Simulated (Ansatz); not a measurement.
Ba2H3I (P-3m1, No. 164, 6 atoms in the cell; start mp-1018651) was calculated with G0W0@PBEsol+SOC (Ansatz, an electronic-structure program, plane waves, hard PAW, contour deformation, complete-basis limit, spin–orbit shift from PBEsol).

Run with largest k mesh 9×9×4 (not extrapolated in the mesh).

Cell (relaxed with PBEsol):

```yaml
crystal:
  lattice:
    - [4.42998, 0.00000, 0.00000]
    - [-2.21499, 3.83648, 0.00000]
    - [0.00000, 0.00000, 7.92308]
  atoms:
    - { symbol: Ba, position: [0.66667, 0.33333, 0.68550] }
    - { symbol: Ba, position: [0.33333, 0.66667, 0.31450] }
    - { symbol: H, position: [0.66667, 0.33333, 0.35660] }
    - { symbol: H, position: [0.33333, 0.66667, 0.64340] }
    - { symbol: H, position: [0.00000, 0.00000, 0.50000] }
    - { symbol: I, position: [0.00000, 0.00000, 0.00000] }
```

Predict the band gap.


- band gap = 3.63 eV

Note: spin–orbit coupling enters as the shift of the gap found with a semilocal functional.

A start named mp-… is a Materials Project structure, which need not be a measured phase.
